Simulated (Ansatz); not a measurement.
Electronic density of states of amorphous silicon oxynitride (Si$_{24}$O$_{36}$N$_{8}$), density 2.37 g/cm³, on a 2×2×2 Γ-centred mesh with a Gaussian width of 0.1 eV; energies count from the Fermi level, whose place inside the gap is arbitrary. Cell and mesh are small, so fine structure isn't converged. The numbers are results of PBE, scalar-relativistic without spin-orbit coupling (plane waves to 420 eV, PAW; Ansatz, an electronic-structure program), not measurements. Sampling: a 2×2×2 Γ-centred mesh; Fermi-Dirac width 0.02 eV; no spin polarisation.

Preparation: random packing, a CHGNet melt and quench, and a DFT relaxation. O and N atoms were pushed apart under 1.9 Å during the dynamics, to hinder bonds among them. The hot cell started wider than the set density and was brought back towards it in steps. It is the lowest in DFT energy of 2 quenches. It is a model cell: composition and starting density were chosen by hand, and all elements were melted together. No dispersion term was used. Its density started from a set value of 2.36 and ended at 2.37 g/cm³. Cooling (nominally 300 K/ps over its main leg) ran many orders faster than in experiment, which tends to leave more defects and strain. One small periodic cell is one sample of the glass; other quenches scatter about these values. The volume was free in the relaxation, at fixed shape. Stress components on the final sampling reach 2.9 GPa.

(E - EF (eV), states/(eV atom)): (-12.00, 0.04); (-11.90, 0.12); (-11.80, 0.21); (-11.70, 0.22); (-11.60, 0.17); (-11.50, 0.12); (-11.40, 0.14); (-11.30, 0.16); (-11.20, 0.15); (-11.10, 0.14); (-11.00, 0.16); (-10.90, 0.18); (-10.80, 0.21); (-10.70, 0.23); (-10.60, 0.18); (-10.50, 0.16); (-10.40, 0.18); (-10.30, 0.18); (-10.20, 0.20); (-10.10, 0.21); (-10.00, 0.20); (-9.90, 0.20); (-9.80, 0.22); (-9.70, 0.21); (-9.60, 0.15); (-9.50, 0.18); (-9.40, 0.25); (-9.30, 0.24); (-9.20, 0.23); (-9.10, 0.22); (-9.00, 0.25); (-8.90, 0.27); (-8.80, 0.23); (-8.70, 0.26); (-8.60, 0.37); (-8.50, 0.50); (-8.40, 0.51); (-8.30, 0.55); (-8.20, 0.58); (-8.10, 0.52); (-8.00, 0.43); (-7.90, 0.45); (-7.80, 0.46); (-7.70, 0.40); (-7.60, 0.30); (-7.50, 0.24); (-7.40, 0.28); (-7.30, 0.25); (-7.20, 0.25); (-7.10, 0.28); (-7.00, 0.23); (-6.90, 0.26); (-6.80, 0.24); (-6.70, 0.24); (-6.60, 0.29); (-6.50, 0.30); (-6.40, 0.27); (-6.30, 0.26); (-6.20, 0.29); (-6.10, 0.43); (-6.00, 0.53); (-5.90, 0.56); (-5.80, 0.56); (-5.70, 0.62); (-5.60, 0.67); (-5.50, 0.64); (-5.40, 0.64); (-5.30, 0.68); (-5.20, 0.67); (-5.10, 0.71); (-5.00, 0.75); (-4.90, 0.79); (-4.80, 0.78); (-4.70, 0.75); (-4.60, 0.78); (-4.50, 0.82); (-4.40, 0.79); (-4.30, 0.81); (-4.20, 0.78); (-4.10, 0.69); (-4.00, 0.68); (-3.90, 0.72); (-3.80, 0.76); (-3.70, 0.72); (-3.60, 0.70); (-3.50, 0.60); (-3.40, 0.55); (-3.30, 0.57); (-3.20, 0.59); (-3.10, 0.59); (-3.00, 0.43); (-2.90, 0.30); (-2.80, 0.32); (-2.70, 0.17); (-2.60, 0.13); (-2.50, 0.20); (-2.40, 0.26); (-2.30, 0.28); (-2.20, 0.29); (-2.10, 0.24); (-2.00, 0.06); (-1.90, 0.00); (-1.80, 0.00); (-1.70, 0.00); (-1.60, 0.00); (-1.50, 0.00); (-1.40, 0.00); (-1.30, 0.00); (-1.20, 0.00); (-1.10, 0.00); (-1.00, 0.00); (-0.90, 0.00); (-0.80, 0.00); (-0.70, 0.00); (-0.60, 0.00); (-0.50, 0.00); (-0.40, 0.00); (-0.30, 0.00); (-0.20, 0.00); (-0.10, 0.00); (0.00, 0.00); (0.10, 0.00); (0.20, 0.00); (0.30, 0.00); (0.40, 0.00); (0.50, 0.00); (0.60, 0.00); (0.70, 0.00); (0.80, 0.00); (0.90, 0.00); (1.00, 0.00); (1.10, 0.00); (1.20, 0.00); (1.30, 0.00); (1.40, 0.00); (1.50, 0.00); (1.60, 0.00); (1.70, 0.00); (1.80, 0.00); (1.90, 0.00); (2.00, 0.01); (2.10, 0.02); (2.20, 0.00); (2.30, 0.00); (2.40, 0.00); (2.50, 0.02); (2.60, 0.05); (2.70, 0.07); (2.80, 0.07); (2.90, 0.07); (3.00, 0.08); (3.10, 0.11); (3.20, 0.11); (3.30, 0.11); (3.40, 0.15); (3.50, 0.20); (3.60, 0.19); (3.70, 0.19); (3.80, 0.25); (3.90, 0.20); (4.00, 0.19); (4.10, 0.22); (4.20, 0.21); (4.30, 0.21); (4.40, 0.23); (4.50, 0.28); (4.60, 0.27); (4.70, 0.32); (4.80, 0.34); (4.90, 0.33); (5.00, 0.35); (5.10, 0.38); (5.20, 0.38); (5.30, 0.35); (5.40, 0.40); (5.50, 0.46); (5.60, 0.44); (5.70, 0.43)

The gap on this mesh is 4.15 eV; the broadening fills part of it in the curve.
